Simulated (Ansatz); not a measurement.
CsCl-type CuZn, relaxed in Ansatz (plane waves) with several semilocal functionals. Each gives its own volume and its own elastic constant C11:

```csv
level,V0 (Å³/atom),elastic constant C11 (GPa),ln V0,ln C11
LDA,11.821,165.7,2.4699,5.1102
r²SCAN,12.442,147.4,2.5211,4.9931
PBE,13.021,125.0,2.5666,4.8283
```

Question: Fit a straight line to ln C11 against ln V0. What does it predict for PBEsol, whose volume is 12.304 Å³/atom?

Answer: With x = ln V0 and y = ln C11: means 2.51920 and 4.97720; Σ(Δx Δy) = -0.01358, Σ(Δx²) = 0.004681, so the slope is -2.90. At x = 2.5099 the line gives y = 4.97720 + (-2.90) × (2.5099 − 2.51920) = 5.0042, or 149.0 GPa. The run with PBEsol gives 148.4 GPa, -0.4 % from the line. The rows used scatter about it by up to 2.2 %, while the largest value lies 33 % above the smallest.

Ansatz's density-functional and Hartree–Fock values are scalar-relativistic unless marked +SOC, with PAW data made under PBE.

Ansatz is a program for electronic structure.
